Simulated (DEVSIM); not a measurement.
System: CdTe p-n junction from an implanted or diffused profile, at 300 K.

```tsv
layer (left to right)	material	thickness (μm)	Nd (cm⁻³)	τn (s)	τp (s)
1	CdTe	8.60	1.3e15	1.1e-9	1.1e-9
```

Added acceptor profile: 2e17 cm⁻³ × exp(−(x − 0 μm)²/(2·(0.024 μm)²)). Left contact: ohmic. Right contact: ohmic. Voltage is applied to the left contact. Recombination: SRH at mid-gap, Auger. Mobility is constant in doping.

Constants are typed, rounded textbook-type inputs, not results; the design itself was drawn at random and stands for no fabricated device. Values at 300 K.

```tsv
parameter	CdTe
gap (eV)	1.5
affinity (eV)	4.28
permittivity	10.2
Nc (cm⁻³)	8e17
Nv (cm⁻³)	1.8e19
μn (cm²/Vs)	1000
μp (cm²/Vs)	80
Cn (cm⁶/s)	1e-30
Cp (cm⁶/s)	1e-30
```

Model (solved in DEVSIM): 1D drift-diffusion, Boltzmann statistics, complete ionisation; no tunnelling, impact ionisation, image-force lowering or self-heating.

Question: Give the small-signal capacitance in reverse bias (quasi-static).

Answer: 
```json
[
 {"V (V)": "-0.4", "C (nF/cm²)": "7.77"},
 {"V (V)": "-1", "C (nF/cm²)": "6.58"},
 {"V (V)": "-2", "C (nF/cm²)": "5.43"},
 {"V (V)": "-3", "C (nF/cm²)": "4.73"},
 {"V (V)": "-4", "C (nF/cm²)": "4.25"},
 {"V (V)": "-6", "C (nF/cm²)": "3.61"},
 {"V (V)": "-8", "C (nF/cm²)": "3.19"},
 {"V (V)": "-10", "C (nF/cm²)": "2.89"},
 {"V (V)": "-13", "C (nF/cm²)": "2.57"},
 {"V (V)": "-16", "C (nF/cm²)": "2.33"},
 {"V (V)": "-20", "C (nF/cm²)": "2.10"}
]
```
